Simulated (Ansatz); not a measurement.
The parent structure is SnSe$_{2}$ in the CdI2 type structure (space group P-3m1, No. 164; a = 3.794 Å, c = 5.744 Å; layered, stacked along the Cartesian z axis). Axes: x lies along a and z along c of the hexagonal cell.

Computed with PBEsol-D3(BJ) in Ansatz (plane waves to 420 eV, PAW, without spin-orbit coupling).

Base values:

The pressure comes out as 0.0 GPa. The shortest interatomic distance is 2.704 Å. The band gap is zero.

One thing is altered: uniaxial strain ε_xx = +0.50 %, all other strain components held at zero; the atoms relax in the strained cell.

How does this affect the pressure, energy relative to the base, shortest interatomic distance and band gap?

The pressure (mean of the normal stresses, compression positive) goes from zero to -0.3 GPa; the energy stays essentially unchanged; the shortest interatomic distance stays essentially unchanged (2.704 Å against 2.703 Å); the band gap is still zero.

No phonon test of stability was made. The final runs are not spin-polarised. Gaps under 0.05 eV, about the width of the smearing, are given as zero. A zero or small gap of SnSe2 can be the functional's error rather than a property of the material.

Ansatz is a quantum-chemistry and plane-wave program.
